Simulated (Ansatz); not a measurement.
The (10-10) face of hcp Mg can be cut between different planes. Symmetric, stoichiometric slabs relaxed in the 1x1 cell (16.6 Å²): top plane Mg, 0.92 Å over the next in the ideal cut; top plane Mg, 1.85 Å over the next in the ideal cut.

The numbers are results of PBE (plane waves to 420 eV, PAW; Ansatz, a quantum-chemistry and plane-wave program), not measurements.

Rank these by surface energy (lowest first), as PBE gives it.

the cut with an outer spacing of 0.92 Å (0.63 J/m²), the cut with an outer spacing of 1.85 Å (0.89 J/m²)
